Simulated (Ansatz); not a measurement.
Start from LiF in the rock salt structure (space group Fm-3m, No. 225; a = 4.0079 Å).

The values are results of PBEsol in Ansatz (plane waves to 420 eV, PAW, scalar-relativistic without spin-orbit coupling), not measurements.

Base values:

The band gap is 9.05 eV.

Now apply this change: the cell is scaled by 0.9750 in all directions, atoms relaxed at fixed cell.

Problem. What does the calculation give for the band gap after the change?

Solution. The band gap grows by 0.71 eV to 9.76 eV.

Problem. What does the calculation give for the energy relative to the base after the change?

Solution. The energy rises by 11 meV/atom.

The cells carry an imposed strain or load. Stability against distortions was not tested.

Ansatz is an electronic-structure program.
